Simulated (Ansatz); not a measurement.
The structure below was relaxed with r2SCAN, PAW, 500 eV (Ansatz, a program for electronic structure; no SOC).

Space group F-43m (No. 216); a = b = c = 5.3912 Å, α = β = γ = 90.00°

```tsv
atom	site	symmetry	x	y	z
P	4c	-43m	0.2500	0.2500	0.2500
Zn	4a	-43m	0.0000	0.0000	0.0000
```

Problem. Write out a cell with all atoms.

Solution. 
```cif
data_P4Zn4
_chemical_formula_sum 'P4 Zn4'
_space_group_name_H-M_alt 'P 1'
_space_group_IT_number 1
_cell_length_a 5.39122
_cell_length_b 5.39122
_cell_length_c 5.39122
_cell_angle_alpha 90.000
_cell_angle_beta 90.000
_cell_angle_gamma 90.000
loop_
_space_group_symop_operation_xyz
  'x, y, z'
loop_
_atom_site_label
_atom_site_type_symbol
_atom_site_fract_x
_atom_site_fract_y
_atom_site_fract_z
_atom_site_occupancy
P1 P 0.25000 0.25000 0.25000 1
Zn1 Zn 0.00000 0.00000 0.00000 1
P2 P 0.25000 0.75000 0.75000 1
Zn2 Zn 0.00000 0.50000 0.50000 1
P3 P 0.75000 0.25000 0.75000 1
Zn3 Zn 0.50000 0.00000 0.50000 1
P4 P 0.75000 0.75000 0.25000 1
Zn4 Zn 0.50000 0.50000 0.00000 1
```
This is the conventional cell.

Whether these cells are dynamically stable was not tested. The final runs are not spin-polarised. An odd electron count without spin: ZnP. The cell was made from ZnS by this change: S → P; the result is a hypothetical phase, not in the database extracts checked.
